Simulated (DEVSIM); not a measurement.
Device: Cr/SiO2/n-Ge capacitor, at 300 K.

```tsv
layer (left to right)	material	thickness (nm)	Nd (cm⁻³)
1	SiO2	4.70	-
2	Ge	6600	8e15
```

Metal gate on the left, work function 4.5 eV. Fixed charge at the semiconductor interface 1.5e10 cm⁻² (in units of +e); no interface traps.

The device is made up for the run: typed textbook-type constants, with dimensions and the other settings drawn at random. Values at 300 K.

| parameter | SiO2 | Ge |
|---|---|---|
| gap (eV) | 9 | 0.664 |
| affinity (eV) | 0.9 | 4 |
| permittivity | 3.9 | 16 |
| Nc (cm⁻³) | - | 1.04e19 |
| Nv (cm⁻³) | - | 6e18 |

Model (solved in DEVSIM): 1D Poisson equation in equilibrium, Boltzmann statistics, complete ionisation; no quantum confinement or tunnelling. Metal contacts follow the ideal Schottky-Mott rule: no Fermi-level pinning, no interface dipoles.

### Question
Tabulate band edges, carrier densities and field at 0.05 V on the gate.

### Answer
Energies count from the Fermi level of the right contact; mesh points crowd at the junctions.

```json
[
 {"x (μm)": "0.000", "Ec (eV)": "3.550", "Ev (eV)": "-5.450", "n (cm⁻³)": "< 1e2", "p (cm⁻³)": "< 1e2", "field (V/cm)": "-85000"},
 {"x (μm)": "0.001172", "Ec (eV)": "3.540", "Ev (eV)": "-5.460", "n (cm⁻³)": "< 1e2", "p (cm⁻³)": "< 1e2", "field (V/cm)": "-85000"},
 {"x (μm)": "0.002801", "Ec (eV)": "3.526", "Ev (eV)": "-5.474", "n (cm⁻³)": "< 1e2", "p (cm⁻³)": "< 1e2", "field (V/cm)": "-85000"},
 {"x (μm)": "0.004213", "Ec (eV)": "3.514", "Ev (eV)": "-5.486", "n (cm⁻³)": "< 1e2", "p (cm⁻³)": "< 1e2", "field (V/cm)": "-85000"},
 {"x (μm)": "0.005825", "Ec (eV)": "0.408", "Ev (eV)": "-0.256", "n (cm⁻³)": "1.5e12", "p (cm⁻³)": "3.0e14", "field (V/cm)": "-19000"},
 {"x (μm)": "0.008694", "Ec (eV)": "0.403", "Ev (eV)": "-0.261", "n (cm⁻³)": "1.8e12", "p (cm⁻³)": "2.4e14", "field (V/cm)": "-19000"},
 {"x (μm)": "0.01557", "Ec (eV)": "0.390", "Ev (eV)": "-0.274", "n (cm⁻³)": "2.9e12", "p (cm⁻³)": "1.5e14", "field (V/cm)": "-18000"},
 {"x (μm)": "0.03911", "Ec (eV)": "0.350", "Ev (eV)": "-0.314", "n (cm⁻³)": "1.4e13", "p (cm⁻³)": "3.2e13", "field (V/cm)": "-16000"},
 {"x (μm)": "0.08378", "Ec (eV)": "0.288", "Ev (eV)": "-0.376", "n (cm⁻³)": "1.5e14", "p (cm⁻³)": "2.9e12", "field (V/cm)": "-12000"},
 {"x (μm)": "0.1845", "Ec (eV)": "0.211", "Ev (eV)": "-0.453", "n (cm⁻³)": "3.0e15", "p (cm⁻³)": "1.5e11", "field (V/cm)": "-4100"},
 {"x (μm)": "0.4117", "Ec (eV)": "0.186", "Ev (eV)": "-0.478", "n (cm⁻³)": "7.9e15", "p (cm⁻³)": "5.6e10", "field (V/cm)": "-80"},
 {"x (μm)": "1.211", "Ec (eV)": "0.185", "Ev (eV)": "-0.479", "n (cm⁻³)": "8.0e15", "p (cm⁻³)": "5.5e10", "field (V/cm)": "≈ 0"},
 {"x (μm)": "2.727", "Ec (eV)": "0.185", "Ev (eV)": "-0.479", "n (cm⁻³)": "8.0e15", "p (cm⁻³)": "5.5e10", "field (V/cm)": "≈ 0"},
 {"x (μm)": "4.812", "Ec (eV)": "0.185", "Ev (eV)": "-0.479", "n (cm⁻³)": "8.0e15", "p (cm⁻³)": "5.5e10", "field (V/cm)": "≈ 0"},
 {"x (μm)": "5.999", "Ec (eV)": "0.185", "Ev (eV)": "-0.479", "n (cm⁻³)": "8.0e15", "p (cm⁻³)": "5.5e10", "field (V/cm)": "≈ 0"},
 {"x (μm)": "6.337", "Ec (eV)": "0.185", "Ev (eV)": "-0.479", "n (cm⁻³)": "8.0e15", "p (cm⁻³)": "5.5e10", "field (V/cm)": "≈ 0"},
 {"x (μm)": "6.491", "Ec (eV)": "0.185", "Ev (eV)": "-0.479", "n (cm⁻³)": "8.0e15", "p (cm⁻³)": "5.5e10", "field (V/cm)": "≈ 0"},
 {"x (μm)": "6.555", "Ec (eV)": "0.185", "Ev (eV)": "-0.479", "n (cm⁻³)": "8.0e15", "p (cm⁻³)": "5.5e10", "field (V/cm)": "≈ 0"},
 {"x (μm)": "6.589", "Ec (eV)": "0.185", "Ev (eV)": "-0.479", "n (cm⁻³)": "8.0e15", "p (cm⁻³)": "5.5e10", "field (V/cm)": "≈ 0"},
 {"x (μm)": "6.598", "Ec (eV)": "0.185", "Ev (eV)": "-0.479", "n (cm⁻³)": "8.0e15", "p (cm⁻³)": "5.5e10", "field (V/cm)": "≈ 0"},
 {"x (μm)": "6.603", "Ec (eV)": "0.185", "Ev (eV)": "-0.479", "n (cm⁻³)": "8.0e15", "p (cm⁻³)": "5.5e10", "field (V/cm)": "≈ 0"},
 {"x (μm)": "6.605", "Ec (eV)": "0.185", "Ev (eV)": "-0.479", "n (cm⁻³)": "8.0e15", "p (cm⁻³)": "5.5e10", "field (V/cm)": "≈ 0"}
]
```
